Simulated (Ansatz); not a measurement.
Worked example: self-consistent single point of Sr2GaSi (Amm2, 4 atoms in the cell) in Ansatz (an electronic-structure program).

Computed with LDA (PW92), default PAW files made with PBE (plane waves; Ansatz).

```yaml
crystal:
  lattice:
    - [4.24356, 0.00000, 0.00000]
    - [0.00000, 2.36850, 5.90912]
    - [0.00000, -2.36850, 5.90912]
  atoms:
    - { symbol: Sr, position: [0.50000, 0.64347, 0.64347] }
    - { symbol: Sr, position: [0.00000, 0.35878, 0.35878] }
    - { symbol: Ga, position: [0.50000, 0.93840, 0.93840] }
    - { symbol: Si, position: [0.00000, 0.06359, 0.06359] }
```

Reference input (self-consistent single point, DFT, LDA (PW92), plane waves, default PAW files made with PBE): basis.ecutwfc = 420 eV; kpoints.mp_grid.grid = 8 8 8; hamiltonian.xc = lda; hamiltonian.pseudopotentials = {kind: paw} (the program's default PAW files); scf.occupations.method = gaussian; scf.occupations.width = 0.1 eV. This run's input differs from it in these lines:

Ansatz 0.2 input:
```diff
@@ -15,3 +15,4 @@
   mp_grid:
-    grid: [8, 8, 8]
+    grid: [9, 9, 9]
+    shift: [0.5, 0.5, 0.5]
 hamiltonian:
```

The program printed (abridged):

```
SCF iter   1: F=—  HF=-11206.195960 eV  |F-HF|=—  |Δ(HF+E_count)|=         —  Δρ=5.06e-3  dr2=1.88e-2  ethr=1.77e-3  ⟨swp⟩=8.6  Hψ=16743  notcnv=0
all-band conjugate gradients solve this SCF's bands
preconditioner: auto → Kerker (q_TF=auto, 2.246 Å⁻¹)
SCF iter   2: F=—  HF=-11206.193301 eV  |F-HF|=—  |Δ(HF+E_count)|=   2.66e-3  Δρ=2.78e-3  dr2=7.11e-3  ethr=5.08e-5  ⟨swp⟩=2.8  Hψ=5949  notcnv=0  defer=2
   [... lines left out ...]
SCF iter   5: F=—  HF=-11206.191739 eV  |F-HF|=—  |Δ(HF+E_count)|=   7.86e-5  Δρ=1.24e-4  dr2=3.07e-5  ethr=3.35e-7  ⟨swp⟩=2.0  Hψ=4159  notcnv=0  defer=2
SCF iter   6: F=—  HF=-11206.191734 eV  |F-HF|=—  |Δ(HF+E_count)|=   5.18e-6  Δρ=4.13e-5  dr2=4.67e-6  ethr=8.30e-8  ⟨swp⟩=2.2  Hψ=4419  notcnv=0  defer=2
SCF iter   7: F=—  HF=-11206.191733 eV  |F-HF|=—  |Δ(HF+E_count)|=   8.29e-7  Δρ=7.59e-6  dr2=2.10e-7  ethr=1.26e-8  ⟨swp⟩=2.0  Hψ=3323  notcnv=0  defer=2
SCF iter   8: F=-11206.191733 eV  HF=-11206.191733 eV  |F-HF|=1.04e-8  |Δ(HF+E_count)|=   1.58e-8  Δρ=3.06e-6  dr2=2.00e-8  ethr=2.70e-10  ⟨swp⟩=7.6  Hψ=14337  notcnv=0
SCF 1 converged in 8 iterations: F = -11206.191733 eV  dr2 = 2.00e-8
Free energy (F): -11206.191733 eV
Internal energy: -11206.182039 eV  (E = F + TS)
E sigma→0 (E₀):  -11206.186886 eV
Entropy (-TS):   -0.009694 eV (-2.423 meV/atom)
Fermi energy:    6.995567 eV
--- Forces (eV/Å), atoms counted from 1 ---
  atom   1  Sr     0.00000000     0.00000000    -0.25722087
  atom   2  Sr     0.00000000     0.00000000     0.16511975
  atom   3  Ga     0.00000000     0.00000000     0.12261246
  atom   4  Si     0.00000000     0.00000000    -0.03049790
--- Stress (GPa, compression-positive) ---
       -3.357363       0.000000       0.000000
        0.000000      -3.222812       0.000000
        0.000000       0.000000      -2.973100
  P = ⅓ Tr σ = -3.1844 GPa (-31.844 kbar)
  The stress holds the Pulay correction. Without it, at fixed plane waves, as pw.x and ABINIT print it: P = -3.1966 GPa
```

The run converged in 8 iterations. Against the reference run the free energy drops by 1.1 meV/atom, the pressure hardly changes (-3.19 to -3.18 GPa) and the largest force moves little (0.260 to 0.257 eV/Å).

The starting cell comes from a database of computed structures (which also holds hypothetical and non-ambient phases and stackings), without a prior relaxation at this level. Its lattice was rescaled by up to half a per cent. One atom was moved a little off its site on purpose. Ansatz's pressure includes its estimate of the finite-basis (Pulay) stress.
